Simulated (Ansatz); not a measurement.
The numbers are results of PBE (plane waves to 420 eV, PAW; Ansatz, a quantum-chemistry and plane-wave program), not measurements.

Electrostatic potential energy of an electron, averaged over planes parallel to the surface, in eV from the Fermi level, for a constructed model of the (111) surface of fcc Pt, (√3x√3)R30° surface alloy, Ti on one Pt site of the top plane (bottom of the slab: a bare face, its two planes held):

```csv
z (Å),V (eV)
3.79,5.69
4.08,5.69
4.37,5.69
4.67,5.68
4.96,5.68
5.25,5.67
5.54,5.65
5.83,5.61
6.12,5.51
6.42,5.27
6.71,4.73
7.00,3.46
7.29,0.37
7.58,-7.59
7.87,-17.42
8.17,-23.03
8.46,-21.34
8.75,-13.40
9.04,-3.97
9.33,0.11
9.62,-1.71
9.92,-9.78
10.21,-19.02
10.50,-23.50
10.79,-20.79
11.08,-12.37
11.37,-3.34
11.67,-0.14
11.96,-2.82
12.25,-11.57
12.54,-20.27
12.83,-23.56
13.12,-19.66
13.42,-10.66
13.71,-2.25
14.00,-0.03
14.29,-3.56
14.58,-12.74
14.87,-21.01
15.17,-23.45
15.46,-18.70
15.75,-9.35
16.04,-1.52
16.33,0.13
16.62,-3.59
16.92,-12.81
17.21,-21.09
17.50,-23.56
17.79,-18.93
18.08,-9.75
18.37,-2.24
18.67,-1.51
18.96,-6.84
19.25,-14.76
19.54,-19.70
19.83,-19.15
20.12,-13.17
20.42,-4.65
20.71,0.98
21.00,3.23
21.29,4.26
21.58,4.74
21.87,4.96
22.17,5.07
22.46,5.12
22.75,5.14
23.04,5.15
23.33,5.16
23.62,5.16
23.92,5.16
```

Set-up: 18 atoms, 11.5 Å thick at the start; mesh 9x9x1; 0.1 eV smearing; dipole correction on; 6 atoms held, the rest relaxed; symmetry of the start imposed; no spin, no spin-orbit, no U. It is one candidate, not shown to be the stable structure of the face.

Task: The surface cell has an area of 20.47 Å². What dipole along the normal does the step between the two vacuum levels imply?

Result: the top vacuum level lies 0.53 eV below the bottom one; p = −ε₀ A ΔV (ε₀ = 0.005526 e/(V·Å)) gives 0.06 e·Å a cell.
